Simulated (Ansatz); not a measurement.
Input:

```yaml
crystal:
  lattice:
    - [0.00000, 2.97330, 2.97330]
    - [2.97330, 0.00000, 2.97330]
    - [2.97330, 2.97330, 0.00000]
  atoms:
    - { symbol: P, position: [0.75000, 0.75000, 0.75000] }
    - { symbol: In, position: [0.00000, 0.00000, 0.00000] }
```

A single point on InP with a change (isotropic strain +0.67 %), its geometry relaxed with r2SCAN.

The values are results of HSE06 in Ansatz (plane waves to 420 eV, PAW, with spin-orbit coupling), not measurements. Settings: 6×6×6 k-points, 0.01 eV Fermi–Dirac smearing.

Predict the valence-band top at Γ and band gap.


- Valence-band top at Γ (three highest Kramers pairs, from the VBM) = 0.00, 0.00, -0.12 eV
- Band gap = 1.20 eV

Single points use the geometry relaxed with r2SCAN. Stability against distortions was not tested. The cell was made from InP in the zinc blende structure (space group F-43m, No. 216) by this change: isotropic strain +0.67 %.

Ansatz is a quantum-chemistry and plane-wave program.
